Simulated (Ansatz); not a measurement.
Results of PBE in Ansatz (plane waves, PAW) for 1T (CdI2-type) MgI2.

Settings: plane-wave cutoff 520 eV, 12×12×6 k mesh (along the axes of the cell as run), Fermi–Dirac smearing 0.01 eV, scalar-relativistic PAW data made under PBE.

Cell (measured lattice):

```yaml
crystal:
  lattice:
    - [-2.07685, -3.59721, 0.00000]
    - [-2.07685, 3.59721, 0.00000]
    - [0.00000, 0.00000, -6.86200]
  atoms:
    - { symbol: Mg, position: [0.00000, 0.00000, 0.00000] }
    - { symbol: I, position: [0.33333, 0.66667, 0.24237] }
    - { symbol: I, position: [0.66667, 0.33333, 0.75763] }
```

### Question
Give the computed band gap and smallest direct gap on the k points sampled.

### Answer

- band gap: 3.49 eV
- smallest direct gap on the k points sampled: 3.70 eV

Note: cell and atoms aren't relaxed at this level (largest force component 0.04 eV/Å, pressure 1.3 GPa).

Spin–orbit coupling is not included; with these elements it can move the gap by several tenths of an eV or more.

The result took roughly 40 core-seconds.

Ansatz is a program for electronic structure.
